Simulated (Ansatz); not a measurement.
Results of PBEsol (plane waves, PAW; Ansatz, a program for electronic structure) for ZnGeO3 (R-3, No. 148, 10 atoms in the cell; start mp-8285).

Settings: plane-wave cutoff 520 eV, 8×8×8 k mesh, Fermi–Dirac smearing 0.01 eV, scalar-relativistic PAW data made under PBE.

Cell (relaxed with PBEsol):

```cif
data_Ge6O18Zn6
_chemical_formula_sum 'Zn6 Ge6 O18'
_space_group_name_H-M_alt 'R-3 :H'
_space_group_IT_number 148
_space_group_name_Hall '-R 3'
_cell_length_a 4.98164
_cell_length_b 4.98164
_cell_length_c 13.83007
_cell_angle_alpha 90.000
_cell_angle_beta 90.000
_cell_angle_gamma 120.000
loop_
_atom_site_label
_atom_site_type_symbol
_atom_site_symmetry_multiplicity
_atom_site_Wyckoff_symbol
_atom_site_fract_x
_atom_site_fract_y
_atom_site_fract_z
_atom_site_occupancy
Zn1 Zn 6 c 0.00000 0.00000 0.36801 1
Ge1 Ge 6 c 0.00000 0.00000 0.15613 1
O1 O 18 f 0.31741 0.02755 0.24358 1
```
(The calculation used a cell of 10 atoms; values per cell refer to that cell.)

**Question.** Estimate the band gap and smallest direct gap on the k points sampled that the calculation returns.

**Answer.** 
* **band gap**: 2.38 eV (indirect)
* **smallest direct gap on the k points sampled**: 2.54 eV

Spin–orbit coupling is not included.

Static lattice: no zero-point or thermal effects.

The result took very roughly 50 core-seconds.

A start named mp-… is a Materials Project structure, which need not be a measured phase.
